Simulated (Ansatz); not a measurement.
The structure below was relaxed with r2SCAN (Ansatz, a quantum-chemistry and plane-wave program), without spin-orbit coupling, earlier PAW set.

```yaml
crystal:
  lattice:
    - [-1.54781, 1.54781, 1.54781]
    - [1.54781, -1.54781, 1.54781]
    - [1.54781, 1.54781, -1.54781]
  atoms:
    - { symbol: Re, position: [0.00000, 0.00000, 0.00000] }
```

Question: Find the space group and the Wyckoff positions.

Answer: Space group Im-3m (No. 229); a = b = c = 3.0956 Å, α = β = γ = 90.00°

```
atom  site  symmetry       x       y       z
----  ----  --------  ------  ------  ------
Re      2a      m-3m  0.0000  0.0000  0.0000
```

Question: Describe the coordination.

Answer: The crystal has 2 atoms in its conventional cell. Lattice parameters: a = 3.096 Å, b = 3.096 Å, c = 3.096 Å, α = 90.00°, β = 90.00°, γ = 90.00°. Re sees 8 Re at 2.681 Å and 6 Re at 3.096 Å. (Neighbours: up to the widest gap in distance over summed covalent radii, below 1.35, at either atom.)

Whether these cells are dynamically stable was not tested. All final runs are without spin polarisation. The cell was made from Mo by this change: Mo → Re; the result is a model cell, its experimental status unchecked. This is not the structure that Re has at room temperature and ambient pressure.
